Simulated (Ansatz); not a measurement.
Hypothetical diamond Fe: 2 layers

Consider Fe in the diamond structure (space group Fd-3m, No. 227; a = 4.805 Å; non-magnetic; a hypothetical phase, not in the database extracts checked). Axes: x, y, z lie along the cube axes.

It is then changed as follows: a free-standing slab of 2 layers (4 atoms, 2 a layer) is cut normal to [110], with 15 Å of vacuum and the in-plane cell held at bulk.

Calculations: PBEsol in Ansatz (plane waves to 420 eV, PAW, no SOC). k-mesh 14×10×1 (Γ-centred); smearing 0.05 eV (Fermi–Dirac), for the changed cell.

```csv
quantity,base,changed,shift
layer's space group (with vacuum),–,Pmna (No. 53),–
band gap,zero,zero,–
excess energy per area of both faces (slab less bulk energy over the cell's area: twice a surface energy) (uncertain by up to 0.04 J/m²),–,4.50 J/m²,–
thickness between the outermost nuclei,–,1.71 Å,–
```

Final structure:

```xyz
4
Lattice="3.3975 0.0000 0.0000 0.0000 4.8047 0.0000 0.0000 0.0000 16.6987" Properties=species:S:1:pos:R:3 pbc="T T T"
Fe     2.5481     2.3069     7.4922
Fe     0.8494     3.6990     7.4922
Fe     4.2468     4.7093     9.2065
Fe     2.5481     6.1014     9.2065
```

Slab and bulk use different k-meshes, which limits the precision of the excess energy. No phonon test of stability was made. Starting moments died away, wholly or in part, for the base; another magnetic solution may exist. All final runs are without spin polarisation. Fe has a high density of states at the Fermi level and may be magnetic at this level.

Ansatz is a program for electronic structure.
